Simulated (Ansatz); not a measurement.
**BN: response to strain**

Take BN (space group P6_3/mmc, No. 194; a = 2.500 Å, c = 6.412 Å; layered, stacked along the Cartesian z axis) as the base. Axes: x lies along a and z along c of the hexagonal cell.

Strains are applied to the cell and any free atomic positions relax.

Computed with PBEsol-D3(BJ) (Ansatz, a quantum-chemistry and plane-wave program; PAW; 420 eV plane waves; scalar-relativistic without spin-orbit coupling).

Notes on the quantities. pressure: mean of the normal stresses, compression positive; energy relative to the base: free energy F.

```tsv
change	smallest direct gap	volume per atom	band gap	pressure	energy relative to the base
base	4.49 eV	8.68 Å³	4.08 eV	0.00 GPa	0 meV/atom
uniaxial strain ε_xx = −3.00 %	4.56 eV	8.42 Å³	4.02 eV	[?]	+23 meV/atom
uniaxial strain ε_xx = −2.40 %	[?]	8.47 Å³	4.03 eV	9.65 GPa	+15 meV/atom
uniaxial strain ε_xx = −1.80 %	[?]	8.52 Å³	4.05 eV	7.11 GPa	+8.3 meV/atom
uniaxial strain ε_xx = −1.20 %	4.52 eV	8.58 Å³	4.06 eV	4.66 GPa	[?]
uniaxial strain ε_xx = −0.60 %	4.50 eV	8.63 Å³	4.07 eV	2.29 GPa	+0.9 meV/atom
```

Task: What belongs in the blanks?

Result: 
- uniaxial strain ε_xx = −3.00 %, pressure: 12.27 GPa
- uniaxial strain ε_xx = −2.40 %, smallest direct gap: 4.55 eV
- uniaxial strain ε_xx = −1.80 %, smallest direct gap: 4.53 eV
- uniaxial strain ε_xx = −1.20 %, energy relative to the base: +3.6 meV/atom

Stability against distortions was not tested.
